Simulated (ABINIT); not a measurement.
## Equation of state of fluorite-structure PbF2 (space group 225): energy against volume (ABINIT, PBE)

```yaml
crystal:
  lattice:
    - [0.00000, 2.91719, 2.91719]
    - [2.91719, 0.00000, 2.91719]
    - [2.91719, 2.91719, 0.00000]
  atoms:
    - { symbol: Pb, position: [0.00000, 0.00000, 0.00000] }
    - { symbol: F, position: [0.25000, 0.25000, 0.25000] }
    - { symbol: F, position: [0.75000, 0.75000, 0.75000] }
```

Computed with PBE, norm-conserving pseudopotentials (PseudoDojo nc-sr-05 PBE standard) (plane waves; ABINIT 10.0.3). Settings: pseudos = [Pb.upf, F.upf]; ecut = 110 Ry; occopt = 3; tsmear = 0.01 eV; ngkpt = 10 10 10; nshiftk = 1; shiftk = 0 0 0; potentials = PseudoDojo nc-sr-05 PBE standard; nband = 19; kptopt = 1; nstep = 100; tolvrs = 1e-11. The cell above is the first row's. The rows scale it uniformly. In all rows fractional positions and the k mesh are held. E is the free energy at the stated smearing, counted from the lowest row.

```csv
V (Å^3/atom),E (meV/atom)
16.550,?
16.910,14.19
17.270,5.84
17.630,1.25
17.989,0.00
18.349,1.73
18.709,6.11
19.069,12.85
19.428,21.70
```

Fit E of the 8 rows that show it with the third-order Birch-Murnaghan form, a cubic in V^(-2/3). With u = V^(-2/3) - 0.145, the rows have u = 0.006788, 0.004671, 0.002627, 0.000656, -0.001255, -0.003105, -0.004897, -0.006628. Least squares gives E = 0.269 - 667.33·u + 393646·u² + 994948·u³. Residuals (row less fit): 0.002, -0.002, -0.001, -0.001, 0.005, 0.004, -0.010, 0.005; standard error 0.007 (degrees of freedom: 4). Its minimum lies at u = 0.000845, so V0 = (0.145845)^(-3/2) = 17.95. There d²E/du² = 792300 and d³E/du³ = 5970000, so B0 = (4/9) × 17.95^(-7/3) × 792300 × 0.160218 = 66.8 GPa (the last factor turns the table's units into GPa), and B0' = 4 + (2/3) × 0.145845 × (5970000)/792300 = 4.7. The program's pressures in the fitted runs (not shown) pass through zero at V = 17.95, 0.00 % from this V0.

What does the fit predict for E at V = 16.550, and how far is the calculated value from it?

u = 0.008981, so E = 0.269 - 667.33 × 0.008981 + 393646 × 0.008981² + 994948 × 0.008981³ = 26.747 meV/atom. The calculation gives 26.75 meV/atom, which the fit meets to the printed digits. The row lies outside the fitted rows, so this is an extrapolation. From the scatter of the fitted rows alone, a prediction at this place has a standard error of 0.019 meV/atom, so the miss is 0.2 times that.

Carrying the step between the two nearest rows on in a straight line would have given 22.54, off by 4.21; series whose last step already gives the withheld value aren't shown. The scan was laid around a cell of about the measured size, scaled by a guess for this functional. This is the high-temperature polymorph. The runs keep the symmetry of the cell, so they don't test it for distortions. The PBE file for Pb was generated anew from PseudoDojo's inputs, some of which were changed. Spin-orbit coupling is off. Cutoffs and mesh are single choices, not tested for convergence of this quantity. Series with a scatter that would blur these digits, or in which a gap closes, are not shown. Nor are scans whose minimum lies at an end fitted in this form.
